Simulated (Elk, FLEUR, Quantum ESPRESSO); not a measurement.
Code comparison for Ho3In (Pm-3m, 4 atoms in the cell)

Self-consistent single point, at a second geometry (lattice scaled by 0.98). First geometry:

```yaml
crystal:
  lattice:
    - [4.80485, 0.00000, 0.00000]
    - [0.00000, 4.80485, 0.00000]
    - [0.00000, 0.00000, 4.80485]
  atoms:
    - { symbol: Ho, position: [0.50000, 0.00000, 0.00000], spin: 4.0 }
    - { symbol: Ho, position: [0.00000, 0.50000, 0.00000], spin: 4.0 }
    - { symbol: Ho, position: [0.00000, 0.00000, 0.50000], spin: 4.0 }
    - { symbol: In, position: [0.50000, 0.50000, 0.50000] }
```
(The spins are starting values, not results.)

Shared settings, as Quantum ESPRESSO writes them: occupations = smearing; smearing = fd; degauss = 0.0073499 Ry; nspin = 2; K_POINTS = automatic 5 5 5 0 0 0. Potentials and cutoffs stand in the table.

| code | model | ΔF from the first geometry (meV/atom) | size of the net moment (μB/atom) | cutoff |
|---|---|---|---|---|
| Quantum ESPRESSO | LDA (PZ), SSSP 1.1.2 efficiency (PBE) pseudopotentials | -23.1 | 0.05 | 55 Ry |
| Elk | LDA (PW92), all-electron FP-LAPW, Elk's shipped species files, APW+lo basis with extra local orbitals | -23.7 | 2.64 | rgkmax 8 |
| FLEUR | LDA (Perdew-Zunger), all-electron FLAPW (FLEUR), scalar-relativistic valence | -19.3 | 2.62 | Kmax 3.8 1/bohr |

The net moments differ, which can mean other magnetic states; other values may part for that reason too.

On Quantum ESPRESSO's run: spin-orbit coupling is off. The moments shrank to a small part of their start, a low-spin state that need not be the lowest. The f electrons are in the valence without U or exact exchange, which can misplace them near the Fermi level. Spin-orbit terms, which matter for f shells, are left out.

The spread over the programs that give each value: ΔF from the first geometry within 4.4 meV/atom; size of the net moment within 2.59 μB/atom.

Elk and FLEUR treat all electrons, but the usual bases taken here (sphere radii, linearisation, local orbitals, empty states) were not tested for convergence, so the values are no reference for the others. The same LDA comes in different parametrisations, which differ slightly.

The starting cell comes from a database of computed structures (which also holds hypothetical and non-ambient phases and stackings), without a prior relaxation at this level. For this run, on top of that: lattice scaled by 0.98.

Left out of this page: Ansatz (with a known weakness of the program).
